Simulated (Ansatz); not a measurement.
Results of G0W0@PBEsol in Ansatz (plane waves, hard PAW, contour deformation) for Be3N2 (R3m, No. 160, 5 atoms in the cell; start mp-1070456; a measured phase of this formula has another space group).

The same calculation (at the PBEsol cell, 6.752 Å³/atom) with different numerical settings; throughout: k mesh 2×2×2:

```
run  response cutoff (eV)  empty bands  quasiparticle gap on the mesh (eV)  quasiparticle gap at Γ (eV)  rough time
---  --------------------  -----------  ----------------------------------  ---------------------------  ----------
1                     100          141                               3.650                        7.406    7 core-s
2                     150          259                               3.855                        7.552   10 core-s
3                     200          398                               3.959                        7.608   20 core-s
4                     250          557                               4.024                        7.638   30 core-s
5                     300          732                               4.060                        7.654   80 core-s
6                     400         1127                               4.106                        7.675  4 core-min
7                     500         1574                               4.129                        7.685  8 core-min
```

In the column quasiparticle gap on the mesh (eV) the first row differs from the last by -0.479 and the next to last by -0.023.

The last row is no converged limit: other settings stay fixed.

A start named mp-… is a Materials Project structure, which need not be a measured phase.

Ansatz is a program for electronic structure.
